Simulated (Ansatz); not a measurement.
We consider Sr2TaNO3 (Immm, No. 71, 7 atoms in the cell; start mp-1218704), described by LDA in Ansatz (plane waves, PAW).

Numerical settings: plane-wave cutoff 520 eV, 12×12×12 k mesh, Fermi–Dirac smearing 0.01 eV, scalar-relativistic PAW data made under PBE.

Cell (relaxed at this level):

```
CELL_PARAMETERS angstrom
     -1.97823     2.00849     6.21513
      1.97823    -2.00849     6.21513
      1.97823     2.00849    -6.21513
ATOMIC_POSITIONS crystal
  Sr 0.64483 0.64483 0.00000
  Sr 0.35517 0.35517 0.00000
  Ta 0.00000 0.00000 0.00000
  N  0.50000 0.00000 0.50000
  O  0.83808 0.83808 0.00000
  O  0.16192 0.16192 0.00000
  O  0.00000 0.50000 0.50000
```

Problem. Estimate the band gap and bulk modulus B0 that the calculation returns.

Solution. 
* **band gap**: 0.48 eV (on the SCF k mesh)
* **bulk modulus B0**: 159 GPa

Note: the relaxation could not lower the start's symmetry, so the cell can be a saddle point above a distorted one; the bulk modulus is −V dP/dV from two relaxed cells at ±2 % in volume.

Spin–orbit coupling is not included.

Cost on a shared machine: roughly 12 core-minutes.

A start named mp-… is a Materials Project structure, which need not be a measured phase.

Ansatz is a first-principles code.
